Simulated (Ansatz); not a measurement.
Take GaN in the wurtzite structure (space group P6_3mc, No. 186) as the base.

```xyz
4
Lattice="3.2186 0.0000 0.0000 -1.6093 2.7874 0.0000 0.0000 0.0000 5.2435" Properties=species:S:1:pos:R:3 pbc="T T T"
Ga     1.6093     0.9291     0.0051
Ga     0.0000     1.8583     2.6268
N      1.6093     0.9291     3.2732
N      0.0000     1.8583     0.6514
```

Cartesian axes are those of the cell as printed.

Level of theory: plane-wave PAW DFT at the PBE level (Ansatz, an electronic-structure program, 420 eV), no spin-orbit coupling, earlier PAW set.

Base values:

- Electron mass: 0.14 mₑ along c, 0.16 mₑ across (at Γ)

It is then changed as follows: compressive biaxial strain of 2.25 % in the plane normal to [001], as in epitaxy on a mismatched substrate; the out-of-plane cell vector and the atoms relax.

Question: What does the calculation give for the in-plane stress, out-of-plane strain and electron mass after the change?

Answer: The mean in-plane stress (compression positive) comes out as +9.8 GPa; the out-of-plane strain amounts to +1.03 %; the electron mass goes from 0.14 mₑ along c, 0.16 mₑ across (at Γ) to 0.15 mₑ out of plane, 0.18 mₑ in plane (at Γ).

The levels and masses belong to the bands next to the band gap. Effective masses come from finite differences of ±0.01 Å⁻¹. Whether these cells are dynamically stable was not tested.
